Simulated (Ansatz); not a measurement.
The starting structures come from a database of crystals and need not be the phases stable at ambient conditions.

Inside the gap of an insulator the Bloch states are evanescent, with a wavenumber k + iκ along the transport direction.

Consider the following.

```yaml
crystal:
  lattice:
    - [7.37394, -0.04501, -0.04225]
    - [0.45257, 7.36018, -0.04225]
    - [2.75970, 2.57939, 2.42121]
  atoms:
    - { symbol: Na, position: [0.33333, 0.66667, 0.94700] }
    - { symbol: Na, position: [0.66667, 0.33333, 0.05300] }
    - { symbol: H, position: [0.81480, 0.67188, 0.09820] }
    - { symbol: H, position: [0.18520, 0.32812, 0.90180] }
    - { symbol: H, position: [0.32812, 0.14292, 0.11385] }
    - { symbol: H, position: [0.67188, 0.85708, 0.88615] }
    - { symbol: H, position: [0.85708, 0.18520, 0.54262] }
    - { symbol: H, position: [0.14292, 0.81480, 0.45738] }
    - { symbol: Pt, position: [0.00000, 0.00000, 0.00000] }
    - { symbol: O, position: [0.71905, 0.70058, 0.32920] }
    - { symbol: O, position: [0.28095, 0.29942, 0.67080] }
    - { symbol: O, position: [0.29942, 0.01847, 0.43094] }
    - { symbol: O, position: [0.70058, 0.98153, 0.56906] }
    - { symbol: O, position: [0.98153, 0.28095, 0.48636] }
    - { symbol: O, position: [0.01847, 0.71905, 0.51364] }
```

Space group of this cell: P-3. The cell was relaxed by PBE-D3(BJ); by r2SCAN its mean pressure is -2.1 GPa.

Transport runs along the normal of the first two printed cell vectors, the (111) plane of the conventional cell.

The gap is the functional's own, uncorrected, and κ follows it; spin-orbit coupling is left out. Mid-gap values are interpolated between the computed energies.

Q: Compute, with r2SCAN (Ansatz, an electronic-structure program), the band gap and the smallest decay constant κ at mid-gap.

A: Gap 2.96 eV on a 12×12×12 mesh; κ = 0.455 1/Å, at the zone centre.
